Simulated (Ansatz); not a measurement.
**CsCl-type CoGa**

The numbers are results of PBE (plane waves, PAW; Ansatz, a first-principles code), not measurements.

Settings: plane-wave cutoff 520 eV, 22×22×22 k mesh, Fermi–Dirac smearing 0.035 eV (set by the program), no spin polarisation, scalar-relativistic PAW data made under PBE.

Cell: measured lattice: a = 2.8780 Å, b = 2.8780 Å, c = 2.8780 Å, α = 90.00°, β = 90.00°, γ = 90.00°.

| Quantity | Result |
|---|---|
| elastic constant C11 | 223 GPa |
| elastic constant C12 | 158 GPa |
| elastic constant C44 | 107 GPa |
| Voigt–Reuss–Hill bulk modulus | 180 GPa |
| polycrystal shear modulus (Hill average) | 66.4 GPa |
| Young modulus | 177 GPa |
| Poisson ratio | 0.336 |

Note: the cell isn't this level's own, so it is under some stress, which shifts stiffness and frequencies.

Elastic constants are with the ions relaxed.

Computed values are for the static lattice.

It cost about 4 core-minutes (a rough figure) of CPU time.
